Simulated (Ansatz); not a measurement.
CsCl-type RuAl was calculated with r²SCAN+rVV10 in Ansatz (plane waves, PAW).

Numerical settings: plane-wave cutoff 600 eV, 22×22×22 k mesh, Fermi–Dirac smearing 0.061 eV (set by the program), no spin polarisation, scalar-relativistic PAW data made under PBE.

Computed at the level's own relaxed cell.

```
AlRu
1.0
    2.97602     0.00000     0.00000
    0.00000     2.97602     0.00000
    0.00000     0.00000     2.97602
Al Ru
1 1
Direct
  0.50000   0.50000   0.50000
  0.00000   0.00000   0.00000
```

Q: Give the elastic tensor (Voigt notation, GPa, ions relaxed, in the Cartesian axes of the cell as printed).

A: 
```
  353.1   161.1   161.1     0.0     0.0     0.0
  161.1   353.1   161.1     0.0     0.0     0.0
  161.1   161.1   353.1     0.0     0.0     0.0
    0.0     0.0     0.0   140.4     0.0     0.0
    0.0     0.0     0.0     0.0   140.4     0.0
    0.0     0.0     0.0     0.0     0.0   140.4
```

Ansatz is a program for electronic structure.
